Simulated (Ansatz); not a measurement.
An Ansatz (a program for electronic structure) input (plane-wave PAW DFT at the LDA level (Ansatz, 420 eV), no spin-orbit coupling):

Ansatz 0.2 input:
```yaml
crystal:
  lattice:
    - [3.7962129917, 0, 0]
    - [1.8981064958, 3.287616889, 0]
    - [1.8981064958, -1.0958722963, 3.1192047374]
  atoms:
    - { symbol: Mg, position: [0, 0, 0] }
    - { symbol: Se, position: [0, 0.5, 0.5] }
basis: { ecutwfc: 420, ecutrho_ratio: 4, xc_grid: 2, fft_grid_basis: typed }
kpoints: { mp_grid: { grid: [11, 11, 11] } }
hamiltonian:
  xc: lda
  dispersion: none
  pseudopotentials: { kind: paw }
scf: { occupations: { method: fermi_dirac, width: 0.05 } }
relax: { f_tol: 0.005, max_steps: 50, cell: { stress_tol: 0.01, fix: [a, b, gamma] } }
output: { forces: true, stress: true }
checkpoint: { write: state.ck, write_every: 1000 }
```

**Question.** Which symmetry and how many k-points will the program report, and about how many plane waves at Γ?

**Answer.** Space group R-3m (ITA 166) with 12 operations, k-points 146 of 1331, and 749 plane waves at Γ.

**Question.** And the final pressure?

**Answer.** 0.42 GPa (compression positive).

The cells carry an imposed strain or load. Whether these cells are dynamically stable was not tested. The cell was made from MgSe in the rock salt structure (space group Fm-3m, No. 225) by this change: biaxial strain −0.42 %, plane normal [111], relaxed out of plane.
